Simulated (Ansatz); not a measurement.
# Effect of pressure 5 GPa on CsPbCl3

The reference is CsPbCl3 in the cubic perovskite structure (space group Pm-3m, No. 221; a = 5.521 Å).

Modification: a hydrostatic pressure of 5 GPa.

The values are results of Kohn–Sham DFT with the LDA functional, run in Ansatz (an electronic-structure program) with PAW and 420 eV plane waves, no spin-orbit coupling, not measurements. Γ-centred 6×6×6 mesh, Fermi–Dirac width 0.05 eV.

The volume per atom decreases by 3.98 Å³ to 29.67 Å³ and the lattice parameter a decreases by 0.227 Å (5.521 Å → 5.294 Å). The shortest interatomic distance falls by 0.1135 Å, from 2.760 Å to 2.647 Å and the band gap decreases by 0.73 eV to 0.80 eV. The gap character stays direct at R and the width of the top valence band increases by 1.11 eV, from 2.83 eV to 3.94 eV. The electron mass (degenerate bands, along [100]) goes from 0.093, 0.75, 0.75 mₑ (at R) to 0.060, 0.63, 0.63 mₑ (at R) and the valley order (the lowest conduction-band minima on the path, energy above the VBM, named in the base's zone) changes from R along ⟨111⟩ 1.53 eV; Γ 2.75 eV to R along ⟨111⟩ 0.80 eV; Γ 1.96 eV.

Final structure:

```
CELL_PARAMETERS angstrom
      5.29381     0.00000     0.00000
      0.00000     5.29381     0.00000
      0.00000     0.00000     5.29381
ATOMIC_POSITIONS crystal
  Cs 0.00000 0.00000 0.00000
  Pb 0.50000 0.50000 0.50000
  Cl 0.50000 0.00000 0.50000
  Cl 0.00000 0.50000 0.50000
  Cl 0.50000 0.50000 0.00000
```

With Pb present, leaving out spin-orbit coupling can change the band edges. Load acts through the strain it causes; cell and atoms are relaxed under it. Masses are band curvatures over ±0.01 Å⁻¹ around the edge. No phonon test of stability was made. Competing high-pressure phases were not computed. Many cubic perovskites are stable only at high temperature; tilts and polar distortions were not tested. This is not the structure that CsPbCl3 has at room temperature and ambient pressure.
